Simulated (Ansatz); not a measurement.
A working Ansatz (an electronic-structure program) input for Sr2Mg (C2/m, 6 atoms in the cell) (DFT, PBEsol, plane waves, default PAW files made with PBE):

Ansatz 0.2 input:
```yaml
# Sr2Mg
crystal:
  lattice:
    - [7.148503, -2.005831, 0.000000]
    - [7.148503, 2.005831, 0.000000]
    - [-3.446063, 0.000000, 9.017215]
  atoms:
    - { symbol: Sr, position_ang: [1.753535, -0.000000, 7.834878] }
    - { symbol: Sr, position_ang: [9.097408, 0.000000, 1.182337] }
    - { symbol: Sr, position_ang: [-1.988644, -0.000000, 6.428823] }
    - { symbol: Sr, position_ang: [12.839587, 0.000000, 2.588392] }
    - { symbol: Mg, position_ang: [7.835908, 0.000000, 4.842785] }
    - { symbol: Mg, position_ang: [3.015035, 0.000000, 4.174430] }
kpoints:
  mp_grid: { grid: [6, 6, 3] }
hamiltonian:
  xc: pbesol
  pseudopotentials: { kind: paw }
scf:
  occupations: { method: cold, width: 0.01 Ry }
output:
  forces: true
  eigenvalues: true
  stress: true
```

The run converged in 8 iterations: free energy E − TS (on the zero of these files) -17792.9598 eV; Fermi level (on the code's own zero) 5.11 eV; pressure -0.77 GPa; largest force (vector length) 0.071 eV/Å. Each of these slips is then made, one at a time:

(1)
```diff
-  lattice:
+  cell:
```

(2)
```diff
-  occupations: { method: cold, width: 0.01 Ry }
+  occupations: { method: fixed }
```

### Question
What happens in each case?

### Answer

(1) A keyword that the program does not know. The program stopped before any SCF iteration.
```
Error: YAML parse error: error: line 3 column 3: unknown field `cell`, expected one of checkpoint, saddle_side, structure_sha256, lattice, periodic, space_group, setting, atoms, reduce_to_primitive, conventional_axes, supercell, defects, symmetry, host
 --> <input>:3:3
  |
1 | # Sr2Mg
2 | crystal:
3 |   cell:
  |   ^ unknown field `cell`, expected  [...]
```

(2) Fixed (insulator-type) occupations in a metal. The run converged in 7 iterations without an error; against the sound input the free energy rises by 11.3 meV/atom, the pressure goes from -0.77 to -0.66 GPa and the largest force goes from 0.071 to 0.098 eV/Å. The full log also holds (shortened here): “WARN: iter 1: σ=0 fill of 30 bands saw a band overlap (occupied 5.3195 eV > unoccupied 4.9545 eV) — on an unconverged iterate often a transient of an (band_overlap_at_count)”.

The starting cell comes from a database of computed structures (which also holds hypothetical and non-ambient phases and stackings), without a prior relaxation at this level. Its lattice was rescaled by a random factor within 2.5 % of one. Ansatz's pressure includes its estimate of the finite-basis (Pulay) stress.

Left out of this page: 4 runs of the series outside the window shown, repeating another row's setting, or not comparable.
